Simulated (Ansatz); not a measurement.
## AgI (Fm-3m, No. 225, 2 atoms in the cell; start mp-22919; a measured phase of this formula has another space group)

All values below come from HSE06+SOC (Ansatz, a first-principles code, PAW).

Numerical settings: plane-wave cutoff 460 eV, 8×8×8 k mesh, Fermi–Dirac smearing 0.01 eV, PAW data made under PBE.

Cell (relaxed with PBEsol):

AgI is taken in the cubic space group Fm-3m (No. 225), the rock salt structure, Pearson symbol cF8. Lattice parameters: a = b = c = 5.985 Å, α = β = γ = 90.00°. Ag on 4a sees 6 I at 2.993 Å (octahedral). I on 4b is coordinated by 6 Ag at 2.993 Å (octahedral). (Neighbours: up to the widest gap in distance over summed covalent radii, below 1.35, at either atom; cation-cation and far metal-metal contacts left out.)
(The calculation used a cell of 2 atoms; values per cell refer to that cell.)

| Item | Result |
|---|---|
| band gap | 1.31 eV (on the SCF k mesh) (indirect) |
| smallest direct gap on the k points sampled | 3.33 eV |

Note: cell and atoms aren't relaxed at this level (pressure 3.6 GPa).

Computed values are for the static lattice.

A start named mp-… is a Materials Project structure, which need not be a measured phase.
